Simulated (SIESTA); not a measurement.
SIESTA run on Mo₂C (P-3m1, 3 atoms in the cell): self-consistent single point.

Computed with LDA PW92, numerical atomic orbitals DZP, PseudoDojo LDA standard norm-conserving potentials (rewritten from UPF to PSML) (SIESTA).

```xyz
3
Lattice="3.1257 0.0000 0.0000 -1.5629 2.7070 0.0000 0.0000 0.0000 4.7447" Properties=species:S:1:pos:R:3 pbc="T T T"
Mo     0.0000     1.8046     1.1851
Mo     1.5629     0.9023     3.5596
C      0.0000     0.0000     2.3724
```

Reference input (self-consistent single point, DFT, GGA PBEsol, numerical atomic orbitals DZP, PseudoDojo PBEsol standard norm-conserving potentials (rewritten from UPF to PSML)): XC.functional = GGA; XC.authors = PBEsol; potentials = PseudoDojo PBEsol standard; PAO.BasisSize = DZP; PAO.EnergyShift = 0.01 Ry; MeshCutoff = 400 Ry; kgrid.MonkhorstPack = 14 14 8; OccupationFunction = MP; OccupationMPOrder = 0; ElectronicTemperature = 100 meV; MaxSCFIterations = 150; SCF.Mixer.Method = Pulay. This run's input differs from it in these lines:

```diff
@@ -1,2 +1,2 @@
-# files in the folder: Mo.psml C.psml (PseudoDojo PBEsol standard)
+# files in the folder: Mo.psml C.psml (PseudoDojo LDA standard)
 SystemName  Mo2C
@@ -23,4 +23,4 @@
 
-XC.functional                GGA
-XC.authors                   PBEsol
+XC.functional                LDA
+XC.authors                   PW92
 PAO.BasisSize                DZP
```

Log, with long lists cut:

```
        iscf     Eharris(eV)        E_KS(eV)     FreeEng(eV)     dDmax    Ef(eV) dHmax(eV)
   scf:    1    -3945.246198    -3979.349215    -3979.358922  0.522800 -1.812900 11.889226
   scf:    2    -3992.172137    -3986.324531    -3986.333666  0.091637 -2.186083  7.717637
   scf:    3    -3993.660687    -3991.504549    -3991.513429  0.191841 -2.981688  2.709513
   scf:    4    -3992.195219    -3992.013691    -3992.022940  0.092277 -3.492783  0.831257
   scf:    5    -3992.011330    -3992.012513    -3992.021763  0.000245 -3.491863  0.840206
   [... 2 lines left out ...]
   scf:    8    -3992.090082    -3992.089522    -3992.098454  0.007437 -3.665802  0.016507
   scf:    9    -3992.089563    -3992.089557    -3992.098483  0.001153 -3.670697  0.003685
   scf:   10    -3992.089553    -3992.089556    -3992.098484  0.000214 -3.670232  0.000511
   scf:   11    -3992.089556    -3992.089556    -3992.098484  0.000013 -3.670287  0.000069
SCF Convergence by DM+H criterion
max |DM_out - DM_in|         :     0.0000127626
max |H_out - H_in|      (eV) :     0.0000686676
SCF cycle converged after 11 iterations

Using DM_out to compute the final energy and forces

siesta: E_KS(eV) =            -3992.0896

siesta: E_KS - E_eggbox =     -3992.0896

siesta: Atomic forces (eV/Ang):
     1    0.000010   -0.000006    0.474611
     2   -0.000010    0.000006   -0.474611
     3   -0.000000   -0.000000   -0.000000
   Tot    0.000000   -0.000000    0.000000
   Max    0.474611
   Res    0.223734    sqrt( Sum f_i^2 / 3N )
   Max    0.474611    constrained

Stress tensor Voigt[x,y,z,yz,xz,xy] (kbar):      268.54      268.54      261.71       -0.00        0.00        0.00
(Free)E + p*V (eV/cell)    -3998.7702
Target enthalpy (eV/cell)    -3992.0985

   [... lines left out ...]
siesta: FreeEng =     -3992.098484
siesta: Cell volume =         40.146191 Ang**3
siesta:        -266.25988303       -251.26747647  kBar
   [... lines left out ...]
               3Pdxy   3Pdyz   3Pdz2   3Pdxz   3Pdx2-y2
   3  4.586   1.432   0.037   0.734   0.769   0.734   0.218   0.202   0.218
              0.052   0.042   0.053   0.042   0.052

mulliken: Qtot =       32.000

Mulliken Atomic Populations:
Atom #   charge [q] valence [e]  Species
     1     0.292840   13.707160  Mo
     2     0.292840   13.707160  Mo
     3    -0.585681    4.585681  C
 Total    -0.000000
```

The run converged in 11 iterations. Against the reference run the pressure goes from -22.73 to -26.63 GPa and the largest force goes from 0.392 to 0.475 eV/Å.

The starting cell comes from a database of computed structures (which also holds hypothetical and non-ambient phases and stackings), without a prior relaxation at this level. Its lattice was rescaled by a random factor within 2.5 % of one. Spin polarisation is off. Values carry the incompleteness of an atom-centred basis. With a pressure of about -27 GPa the cell is away from its equilibrium volume at this level.

Cost on one core of a shared machine: roughly 2 min.
